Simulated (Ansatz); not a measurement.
## Hypothetical cubic perovskite SrSnS3, response to strain

The parent structure is SrSnS3 in the cubic perovskite structure (space group Pm-3m, No. 221; a = 5.045 Å; a hypothetical phase, not in the database extracts checked). Axes: x, y, z lie along the cube axes.

Strains are applied to the cell and any free atomic positions relax; under biaxial strain the out-of-plane vector relaxes too.

Levels (all Ansatz, a quantum-chemistry and plane-wave program, PAW): PBE (420 eV, no SOC); PBEsol (420 eV, no spin-orbit coupling).

The base cell above is that of PBE; each level relaxes its own structures.

Notes on the quantities. pressure: mean of the normal stresses, compression positive.

| case | pressure, PBE | pressure, PBEsol |
|---|---|---|
| biaxial strain +1.44 %, plane normal [111], relaxed out of plane | -0.7 GPa | -0.8 GPa |
| biaxial strain +1.64 %, plane normal [111], relaxed out of plane | -0.8 GPa | -0.9 GPa |
| uniaxial strain ε_zz = +1.41 % | -0.7 GPa | -0.8 GPa |
| uniaxial strain ε_zz = +4.42 % | -2.1 GPa | -2.3 GPa |

The two levels differ by at most about 0.2 GPa. They put the cases in the same order.

Without a gap, meshes like the base's 9×9×9 leave anisotropic stresses uncertain by several tenths of a GPa, and small strain energies with them. No phonon test of stability was made. All final runs are without spin polarisation. Many cubic perovskites are stable only at high temperature; tilts and polar distortions were not tested.
